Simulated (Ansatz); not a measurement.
The starting structures come from a database of crystals and need not be the phases stable at ambient conditions.

By PBEsol, the system below comes out a metal.

Here is the system:

```yaml
crystal:
  lattice:
    - [2.87758, 0.00000, 0.00000]
    - [0.00000, 2.87758, 0.00000]
    - [0.00000, 0.00000, 2.87758]
  atoms:
    - { symbol: Ga, position: [0.00000, 0.00000, 0.00000] }
    - { symbol: Ni, position: [0.50000, 0.50000, 0.50000] }
```

Space group of this cell: Pm-3m, CsCl type. The cell is taken as given; by PBEsol its mean pressure is -0.8 GPa.

The current runs along the normal of the first two printed vectors, the (001) plane. All runs by Ansatz (a first-principles code), plane waves and PAW, without spin-orbit coupling; the base is PBEsol.

| run | mean pressure (GPa) | G/A, both spins (10¹⁵ S/m²) |
|---|---|---|
| base | -0.8 | 1.06 |
| all lengths scaled by 0.98 | 11.3 | 1.09 |
| all lengths scaled by 1.02 | -9.7 | 1.01 |
| lengths across the current scaled by 0.98, ions clamped | 6.9 | … |
| lengths across the current scaled by 1.02, ions clamped | -7.0 | … |
| lengths along the current scaled by 0.97, ions clamped | 4.9 | 1.05 |
| lengths along the current scaled by 1.03, ions clamped | -5.5 | 1.06 |

Fill in the missing entries.


- lengths across the current scaled by 0.98, ions clamped, G/A, both spins (10¹⁵ S/m²): 1.08
- lengths across the current scaled by 1.02, ions clamped, G/A, both spins (10¹⁵ S/m²): 1.03
